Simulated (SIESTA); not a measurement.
Checking a run of SIESTA on BaLaMg14 (Amm2, 16 atoms in the cell). The aim is a self-consistent single point with DFT, GGA PBEsol, numerical atomic orbitals DZP, PseudoDojo PBEsol standard norm-conserving potentials (rewritten from UPF to PSML).

Input:

```
# files in the folder: Ba.psml La.psml Mg.psml (PseudoDojo PBEsol standard)
SystemName  BaLaMg14
SystemLabel balamg14

NumberOfAtoms                16
NumberOfSpecies              3
%block ChemicalSpeciesLabel
  1 56 Ba
  2 57 La
  3 12 Mg
%endblock ChemicalSpeciesLabel
LatticeConstant              1.0 Ang
%block LatticeVectors
    10.780686000    0.000000000    0.000000000
     0.000000000    3.360637000    5.862352000
     0.000000000   -3.360637000    5.862352000
%endblock LatticeVectors
AtomicCoordinatesFormat      Bohr
%block AtomicCoordinatesAndAtomicSpecies
    10.186271988    0.000000000   14.717663041  1
    10.186271988   -0.000000000    3.568965710  2
     0.000000000   -0.000000000    3.746217546  3
     0.000000000    0.000000000   14.802965487  3
    10.186271988   -3.165180673    9.212442591  3
    10.186271988    3.165180673    9.212442591  3
     0.000000000   -3.158957004    9.204244694  3
     0.000000000    3.158957004    9.204244694  3
     4.664090218   -3.246469423   12.843224879  3
    15.708453758    3.246469423   12.843224879  3
    15.708453758   -3.246469423   12.843224879  3
     4.664090218    3.246469423   12.843224879  3
     5.007775035   -0.000000000    7.461194456  3
    15.364768941   -0.000000000    7.461194456  3
     4.862722522    0.000000000   18.644012765  3
    15.509821454    0.000000000   18.644012765  3
%endblock AtomicCoordinatesAndAtomicSpecies

XC.functional                GGA
XC.authors                   PBEsol
PAO.BasisSize                DZP
PAO.EnergyShift              0.01 Ry
MeshCutoff                   300 Ry
%block kgrid.MonkhorstPack
    3   0   0  0.0
    0   5   0  0.0
    0   0   5  0.0
%endblock kgrid.MonkhorstPack
OccupationFunction           MP
OccupationMPOrder            1
ElectronicTemperature        0.272 eV

MaxSCFIterations             150
SCF.Mixer.Method             Broyden
SCF.Mixer.Weight             0.1
SCF.Mixer.History            6
SCF.DM.Tolerance             1.0E-01
SCF.H.Tolerance              1.0 eV
Diag.ParallelOverK           true
WriteForces                  true
```

Output, abridged:

```
reinit: Reading from file input.fdf

reinit: System Name: BaLaMg14
reinit: System Label: balamg14

coor:   Atomic-coordinates input format  =     Cartesian coordinates
coor:                                            (in Bohr units)

siesta: Atomic coordinates (Bohr) and species
   [... lines left out ...]
diag: Orthogonalization factor                      =  0.100E-05
diag: Memory factor                                 =  1.0000

superc: Internal auxiliary supercell:     3 x     5 x     5  =      75
superc: Number of atoms, orbitals, and projectors:   1200  11550  12150

                        Single-point calculation

superc: Internal auxiliary supercell:     3 x     5 x     5  =      75
superc: Number of atoms, orbitals, and projectors:   1200  11550  12150

outcell: Unit cell vectors (Ang):
       10.780686    0.000000    0.000000
        0.000000    3.360637    5.862352
        0.000000   -3.360637    5.862352

outcell: Cell vector modules (Ang)   :   10.780686    6.757296    6.757296
outcell: Cell angles (23,13,12) (deg):     59.6476     90.0000     90.0000
outcell: Cell volume (Ang**3)        :    424.7857
new_DM -- step:     1
Initializing Density Matrix...

Attempting to read DM from file... Failed...
DM filled with atomic data:

InitMesh: MESH = 120 x 64 x 64 = 491520
InitMesh: Mesh cutoff (required, used) =   300.000   329.396 Ry

stepf: Methfessel-Paxton step function
       Using Hermite-Gauss polynomials of order  1
        iscf     Eharris(eV)        E_KS(eV)     FreeEng(eV)     dDmax    Ef(eV) dHmax(eV)
   scf:    1   -24230.807062   -24283.276293   -24283.275029  1.758592 -3.236976 10.851789
   scf:    2   -24290.739472   -24292.171794   -24292.167054  0.744524 -3.175983  4.574520
   scf:    3   -24292.841719   -24292.635659   -24292.632153  0.072742 -3.176697  2.978210
   scf:    4   -24293.089210   -24292.965939   -24292.965078  0.119232 -3.184694  1.640843
   scf:    5   -24293.094437   -24293.055600   -24293.053307  0.094480 -3.224014  0.814268
SCF Convergence by DM+H criterion
max |DM_out - DM_in|         :     0.0944799926
max |H_out - H_in|      (eV) :     0.8142681031
SCF cycle converged after 5 iterations

Using DM_out to compute the final energy and forces

siesta: E_KS(eV) =           -24293.0556

siesta: E_KS - E_eggbox =    -24293.0556

siesta: Atomic forces (eV/Ang):
     1    0.000000    0.000000    0.048008
     2   -0.000000   -0.000000   -0.189962
     3   -0.000000   -0.000000    0.143001
     4   -0.000000    0.000000    0.092046
     5   -0.000000   -0.018462   -0.030892
     6   -0.000000    0.018462   -0.030892
     7    0.000000    0.052259   -0.069421
     8    0.000000   -0.052259   -0.069421
     9    0.120942    0.029877    0.049443
    10   -0.120942   -0.029877    0.049443
   [... lines left out ...]
siesta: FreeEng =    -24293.053307
   [... lines left out ...]
siesta:     0.000000   -0.001278    0.000000
siesta:    -0.000000   -0.000000    0.001475

siesta: Cell volume =        424.785701 Ang**3

siesta: Pressure (static):
siesta:                Solid            Molecule  Units
siesta:          -0.00001414          0.00000354  Ry/Bohr**3
siesta:          -0.00129848          0.00032491  eV/Ang**3
siesta:          -2.08038718          0.52057044  kBar
```

Question: Is this run sound? If not, what is wrong?

Answer: The results are close to the sound ones and would serve for rough work. The doubtful point is a convergence threshold that is too loose. A loop that stops early leaves an energy error of second order in the density error, but errors of first order in forces and stress. The run converged in 5 iterations without an error; against the sound input the free energy goes up by 3.3 meV/atom, the pressure moves little (-0.18 to -0.21 GPa) and the largest force moves little (0.189 to 0.190 eV/Å).

An input that runs soundly differs in these lines (not the only fix; some lines may just follow from the change or write a value another way):
```diff
-SCF.DM.Tolerance             1.0E-01
-SCF.H.Tolerance              1.0 eV
+SCF.DM.Tolerance             1.0E-05
```

With that input, the run converged in 20 iterations: free energy E − TS -24293.1062 eV; Fermi level (on the code's own zero) -3.23 eV; pressure -0.18 GPa; largest force (vector length) 0.189 eV/Å (DFT, GGA PBEsol, numerical atomic orbitals DZP, PseudoDojo PBEsol standard norm-conserving potentials (rewritten from UPF to PSML)).

On the sound input: the starting cell comes from a database of computed structures (which also holds hypothetical and non-ambient phases and stackings), without a prior relaxation at this level. Its lattice was rescaled by a random factor within 2.5 % of one. Values carry the incompleteness of an atom-centred basis.
